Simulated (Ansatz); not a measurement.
Cl on the 1x1 (111) surface of fcc Pt, one in a 2x1 cell, energies for each (13.6 Å²). Energies are against ½ Cl2(g), without zero-point or thermal terms; each row is named by its start.

Method: PBE (plane waves to 420 eV, PAW; Ansatz, a quantum-chemistry and plane-wave program).

Model: 9-atom slab, 6.9 Å thick at the start under the adsorbate (thin: gaps and levels are the slab's own), 6x12x1 mesh, Fermi-Dirac 0.1 eV, dipole correction, 4 atoms held, the rest relaxed; each run with such symmetry as its start has; no spin, no spin-orbit, no U, no dispersion correction.

A negative adsorption energy means that the adsorbate is more stable on the surface than in its reference. Heights count from the host atoms within 0.3 Å of the top one.

| starting site | E_ads (eV) | height (Å) | nearest host atom (Å) | bonded to | Δ work function (eV) | lateral drift (Å) |
|---|---|---|---|---|---|---|
| top Pt | -0.74 | 2.37 | Pt 2.30 | Pt | 0.31 | 0.0 |
| hollow Pt-Pt-Pt over Pt at depth 2.3 Å | -0.74 | 2.37 | Pt 2.30 | Pt | 0.31 | 1.6 |
| hollow Pt-Pt-Pt over Pt at depth 4.6 Å | -0.74 | 2.37 | Pt 2.30 | Pt | 0.31 | 1.6 |
| bridge Pt-Pt (span 2.8 Å) | -0.41 | 2.17 | Pt 2.52 | 2 Pt | 0.18 | 0.3 |
